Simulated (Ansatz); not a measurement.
**Al₂Cu (model structure, started from the MoSi2 type, I4/mmm, No. 139, 3 atoms in the cell): properties by level of theory**

```json
[
 {"level (code)": "PBE (Ansatz)", "equilibrium lattice constant a (Å)": "3.436", "lattice parameter c (Å)": "7.705", "enthalpy of formation (eV/atom)": "-0.024"},
 {"level (code)": "PBEsol (Ansatz)", "equilibrium lattice constant a (Å)": "3.383", "lattice parameter c (Å)": "7.679", "enthalpy of formation (eV/atom)": "-0.012"},
 {"level (code)": "PBE-D3(BJ) (Ansatz)", "equilibrium lattice constant a (Å)": "3.355", "lattice parameter c (Å)": "7.684", "enthalpy of formation (eV/atom)": "0.000"}
]
```

Ansatz's density-functional and Hartree–Fock values are scalar-relativistic unless marked +SOC, with PAW data made under PBE.

Static lattice: no zero-point or thermal effects.

A model structure was made by putting elements into a prototype or built by hand; it is no filed structure, need not be a known phase, and can be a saddle point held by its symmetry.

Ansatz is a quantum-chemistry and plane-wave program.
